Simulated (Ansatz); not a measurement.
The starting structures come from a database of crystals and need not be the phases stable at ambient conditions.

By PBEsol, the system below comes out a metal.

Without scattering a metal conducts by its projected Fermi surface.

```yaml
crystal:
  lattice:
    - [3.08334, 0.00000, 0.00000]
    - [0.00000, 3.08334, 0.00000]
    - [0.00000, 0.00000, 3.08334]
  atoms:
    - { symbol: Sb, position: [0.00000, 0.00000, 0.00000] }
```

The cell is taken as given; by PBEsol it stands under a pressure of -1.3 GPa.

The current flows along the normal of the first two printed cell vectors, the (001) plane of the conventional cell. No spin-orbit coupling; the value is a mean over 0.1 eV about the Fermi level.

Problem. Predict the ballistic conductance per area from PBEsol run with Ansatz (an electronic-structure program).

Solution. 0.92 × 10¹⁵ S/m² for both spins.
